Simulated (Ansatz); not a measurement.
## Effective masses and thermopower of GaP under load (space group I-4m2)

Here is the system:

```
CELL_PARAMETERS angstrom
      0.00000     2.76215     2.59089
      2.76215     0.00000     2.59089
      2.76215     2.76215     0.00000
ATOMIC_POSITIONS crystal
  Ga 0.00000 0.00000 0.00000
  P  0.25000 0.25000 0.25000
```

All values below come from r2SCAN with spin-orbit coupling, rigid bands (plane waves, PAW; Ansatz, a quantum-chemistry and plane-wave program). Condition of this run: uniaxial stress along [001] of 4.2 GPa (compression positive) (the target of the relaxation). Cell: cell and atoms relaxed with PBEsol, then loaded as said.

band gap: 1.18 eV
electron conductivity mass (300 K, dilute): 0.24 (x), 0.24 (y), 0.89 (z) mₑ
hole conductivity mass (300 K, dilute): 0.39 (x), 0.39 (y), 0.21 (z) mₑ
effective density of states N_c (300 K): 1.1e19 cm⁻³
effective density of states N_v (300 K): 4.2e18 cm⁻³
density-of-states mass, electrons: 0.59 mₑ
density-of-states mass, holes: 0.30 mₑ
Seebeck coefficient, n-type 1e19 cm⁻³, 300 K: -227 μV/K
best n-type power factor at 300 K for τ = 10 fs (best axis; densities from 1e16 to 1e21 cm⁻³ tried, whether or not they can be reached): 7.3 μW/(cm·K²) at 3e19 cm⁻³
Seebeck coefficient, p-type 1e19 cm⁻³, 300 K: 173 μV/K

Rigid bands; masses and Seebeck coefficients take one relaxation time τ for all states and one kind of carrier; polarons and phonon drag are left out. Geometry: cell and atoms relaxed with PBEsol.
